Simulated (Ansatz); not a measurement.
Functionals compared on the (320) surface of fcc Cu in its 1x1 cell, outermost plane spacing 0.50 Å in the ideal cut, in Ansatz (plane waves, PAW). The structure was relaxed with PBE; the other rows are single points on it, each with its references at the same level. Cutoff 420 eV (500 eV for r2SCAN).

Model: 21-atom slab, 10.1 Å thick at the start (thin: gaps and levels are the slab's own), 11x6x1 mesh, Fermi-Dirac 0.1 eV, dipole correction, all atoms relaxed; held to the part of the start's symmetry that mesh and held atoms allow; no spin, no spin-orbit, no U. These notes are the PBE run's.

```json
[
 {"functional": "PBE", "surface energy (J/m²)": "1.63", "work function of the top face (eV)": "4.37", "rough cost of the single point": "–"},
 {"functional": "LDA", "surface energy (J/m²)": "2.15", "work function of the top face (eV)": "4.73", "rough cost of the single point": "very roughly 9 core-minutes"},
 {"functional": "PBEsol", "surface energy (J/m²)": "1.99", "work function of the top face (eV)": "4.47", "rough cost of the single point": "around 11 core-minutes (rough)"},
 {"functional": "RPBE", "surface energy (J/m²)": "1.40", "work function of the top face (eV)": "4.20", "rough cost of the single point": "very roughly 12 core-minutes"},
 {"functional": "r2SCAN", "surface energy (J/m²)": "…", "work function of the top face (eV)": "…", "rough cost of the single point": "very roughly 18 core-minutes"}
]
```

Q: What belongs in the gaps?

A: 
- r2SCAN, surface energy (J/m²): 1.90
- r2SCAN, work function of the top face (eV): 4.36

Ansatz is a program for electronic structure.
